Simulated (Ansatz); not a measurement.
Here is the system:

```
Rh
1.0
    2.72841     0.00000     0.00000
    0.00000     2.72841     0.00000
    1.36421    -1.36421     1.87539
Rh
1
Direct
  0.00000   0.00000   0.00000
```

No spin polarisation.

Calculations: r2SCAN in Ansatz (plane waves to 500 eV, PAW, no spin-orbit coupling). Settings: 30×30×30 k-points, 0.1 eV Fermi–Dirac smearing.

Q: What is the computed mean in-plane stress (compression positive)?

A: -6.4 GPa.

Q: Estimate the space group.

A: I4/mmm (No. 139).

The cells carry an imposed strain or load. Whether these cells are dynamically stable was not tested. The final runs are not spin-polarised. The cell was made from Rh in the fcc (Cu type) structure (space group Fm-3m, No. 225) by this change: biaxial strain +1.50 %, plane normal [001], relaxed out of plane.

Ansatz is a first-principles code.
